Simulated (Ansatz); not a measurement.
PbSe: carrier doping

The parent structure is PbSe in the rock salt structure (space group Fm-3m, No. 225).

PbSe is modelled in the cubic space group Fm-3m (No. 225), the rock salt structure, Pearson symbol cF8. Conventional cell: a = b = c = 6.1780 Å, α = β = γ = 90.00°. Se on 4a is surrounded by 6 Pb at 3.089 Å (octahedral). Pb on 4b is coordinated by 6 Se at 3.089 Å (octahedral). (Neighbours: up to the widest gap in distance over summed covalent radii, below 1.35, at either atom; cation-cation and far metal-metal contacts left out.)
(The calculation used a cell of 2 atoms; values per cell refer to that cell.)

Carriers are added at fixed cell with a uniform background; the Fermi–Dirac width is that of 300 K.

Method: Ansatz (a first-principles code) r2SCAN, no spin-orbit coupling.

Candidates:
(a) electrons 1.0×10^21 cm⁻³
(b) holes 2.0×10^21 cm⁻³
(c) holes 7.0×10^20 cm⁻³

Base values:

| Item | Value |
|---|---|
| Gap between the host's bands | 0.67 eV |

Task: Order them by gap between the host's bands, lowest first.

Result: (a) electrons 1.0×10^21 cm⁻³ (0.65 eV), (c) holes 7.0×10^20 cm⁻³ (0.68 eV), (b) holes 2.0×10^21 cm⁻³ (0.71 eV)

Charged cell with a jellium background: band edges are those of the host's band count, energies are not comparable with the neutral cell, and many-body gap narrowing is missing. Spin-orbit coupling, missing from the scalar runs, can matter with Pb. Stability against distortions was not tested.
